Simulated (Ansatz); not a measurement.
K₂CO₃ (C2/c, No. 15, 12 atoms in the cell; start mp-554072; a measured phase of this formula has another space group), treated with PBEsol (Ansatz, a first-principles code, plane waves, PAW).

Run with plane-wave cutoff 500 eV, 8×8×6 k mesh (along the axes of the cell as run), gaussian smearing 0.02 eV, scalar-relativistic PAW data made under PBE.

Cell (relaxed at this level):

Space group C2/c (No. 15); a = 5.576 Å, b = 9.966 Å, c = 6.800 Å, α = 90.00°, β = 100.39°, γ = 90.00°

```csv
atom,site,symmetry,x,y,z
K,4e,2,0.0000,0.6650,0.2500
K,4a,-1,0.0000,0.0000,0.0000
C,4e,2,0.0000,0.3316,0.2500
O,8f,1,0.1750,0.3963,0.1899
O,4e,2,0.0000,0.2016,0.2500
```
(The calculation used a cell of 12 atoms; values per cell refer to that cell.)

Q: Give the computed band gap.

A: 
- band gap = 3.92 eV (on the SCF k mesh)

Note: the relaxation could not lower the start's symmetry, so the cell can be a saddle point above a distorted one.

The computed numbers hold no vibrational or temperature effects.

Cost on a shared machine: around 7 core-minutes (rough).

A start named mp-… is a Materials Project structure, which need not be a measured phase.
